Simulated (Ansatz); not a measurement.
Start from TiSi₂ (space group Cmcm, No. 63; a = 3.527 Å, b = 13.517 Å, c = 3.565 Å). Axes: x, y, z lie along a, b, c of the conventional cell.

All numbers come from r2SCAN in Ansatz (plane waves to 500 eV, PAW, no spin-orbit coupling).

Before the change:

```
Quantity           Result
---------------  --------
Pressure          0.0 GPa
Volume per atom  14.16 Å³
```

One thing is altered: biaxial strain −2.91 %, plane normal [001], relaxed out of plane (Cartesian); in-plane vectors clamped, the third vector and the atoms free.

Question: Predict the new pressure.

Answer: The pressure (mean of the normal stresses, compression positive) goes from zero to 5.8 GPa.

Question: What does the calculation give for the volume per atom after the change?

Answer: The volume per atom decreases by 0.61 Å³, from 14.16 Å³ to 13.55 Å³.

No phonon test of stability was made. The final runs are not spin-polarised.

Ansatz is a quantum-chemistry and plane-wave program.
